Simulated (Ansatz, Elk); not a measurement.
An Elk input for a self-consistent single point of CdTe (F-43m, 2 atoms in the cell) (DFT, PBE, spin-orbit coupling in second variation, all-electron FP-LAPW, Elk's shipped species files, default APW+lo basis):

```
tasks
  0

xctype
  20

spinorb
  .true.

rmtscf
  0.97

lmaxi
  3

nempty
  10

stype
  0

swidth
  0.0001

maxscl
  100

avec
    0.0000000000    6.2209047029    6.2209047029
    6.2209047029    0.0000000000    6.2209047029
    6.2209047029    6.2209047029    0.0000000000

sppath
  'species/'

atoms
  2
  'Cd.in'
  1
  0.0000000000  0.0000000000  0.0000000000    0.0 0.0 0.0
  'Te.in'
  1
  0.2500000000  0.2500000000  0.2500000000    0.0 0.0 0.0

ngridk
  9 9 9
```

### Question
Give the Ansatz (a first-principles code) input for the same structure, mesh, smearing and functional.

### Answer
One input that does it (others would too):

Ansatz 0.2 input:
```yaml
crystal:
  lattice:
    - [0.000000, 3.291961, 3.291961]
    - [3.291961, 0.000000, 3.291961]
    - [3.291961, 3.291961, 0.000000]
  atoms:
    - { symbol: Cd, position: [0.000000, 0.000000, 0.000000] }
    - { symbol: Te, position: [0.250000, 0.250000, 0.250000] }
basis:
  ecutwfc: 420.0 eV
kpoints:
  mp_grid: { grid: [9, 9, 9] }
hamiltonian:
  xc: pbe
  pseudopotentials: { kind: paw }
magnetization:
  noncollinear: true
  spin_orbit: true
scf:
  occupations: { method: fixed }
output:
  forces: true
  eigenvalues: true
  stress: true
```

Basis settings and potentials, where a program has them, do not carry over. This input uses DFT, PBE with spin-orbit coupling, plane waves, default PAW files.

The starting cell comes from a database of computed structures (which also holds hypothetical and non-ambient phases and stackings), without a prior relaxation at this level. Its lattice was rescaled by a random factor within 2.5 % of one.
